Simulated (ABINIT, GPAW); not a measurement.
An ABINIT input for a self-consistent single point of SrAlGeH (P3m1, 4 atoms in the cell) (DFT, PBEsol, plane waves, PAW (JTH v2.0 PBE PAW, files made for PBE)):

```
# SrAlGeH, JTH v2.0 PBE PAW
pp_dirpath "./"
pseudos "Sr.GGA_PBE-JTH.xml, Al.GGA_PBE-JTH.xml, Ge.GGA_PBE-JTH.xml, H.GGA_PBE-JTH.xml"
acell 8.0611753428 8.0611753428 9.3867798871
rprim
         1.0000000000   -0.0000000155    0.0000000000
        -0.4999999866    0.8660254115    0.0000000000
         0.0000000000    0.0000000000    1.0000000000
natom 4
ntypat 4
znucl 38 13 32 1
typat 1 2 3 4
xred
         0.3333333333    0.6666666667    0.0046000000
         0.0000000000    0.0000000000    0.4580500000
         0.6666666667    0.3333333333    0.5613000000
         0.0000000000    0.0000000000    0.1052500000
ecut 60 Ry
pawecutdg 120 Ry
pawxcdev 0
ixc -116133
occopt 3
tsmear 0.00036749
nband 19
kptopt 1
ngkpt 5 5 4
nshiftk 1
shiftk 0 0 0
nstep 100
tolvrs 1.0e-12
prtwf 0
prtden 0
```

**Question.** Write the same calculation as an input for GPAW.

**Answer.** One input that does it (others would too):

```python
from ase import Atoms
from ase.units import GPa
from gpaw import GPAW, PW, FermiDirac

atoms = Atoms(['Sr', 'Al', 'Ge', 'H'],
              cell=[[4.265790, 0.000000, 0.000000],
                    [-2.132895, 3.694283, 0.000000],
                    [0.000000, 0.000000, 4.967270]],
              scaled_positions=[[0.333333, 0.666667, 0.004600],
                                [0.000000, 0.000000, 0.458050],
                                [0.666667, 0.333333, 0.561300],
                                [0.000000, 0.000000, 0.105250]],
              pbc=True)

calc = GPAW(mode=PW(800),
            xc='PBEsol',
            kpts={'size': (5, 5, 4), 'gamma': True},
            occupations=FermiDirac(0.01),
            nbands=-8,
            convergence={'forces': 0.001, 'bands': -6},
            symmetry={'symmorphic': False, 'tolerance': 0.0005},
            maxiter=120,
            txt='-')

atoms.calc = calc

energy = atoms.get_potential_energy()
print('Energy (eV):', round(energy, 6))
forces = atoms.get_forces()
print('Forces (eV/Ang):')
print(forces.round(5))
stress = atoms.get_stress()
print('Stress (GPa, Voigt):', (stress / GPa).round(4))
```

Basis, cutoffs, solver keys and any potentials are the target program's own. This input uses DFT PBEsol, plane waves, GPAW PAW datasets PBEsol (made by gpaw-setup).

The starting cell comes from a database of computed structures (which also holds hypothetical and non-ambient phases and stackings), without a prior relaxation at this level.
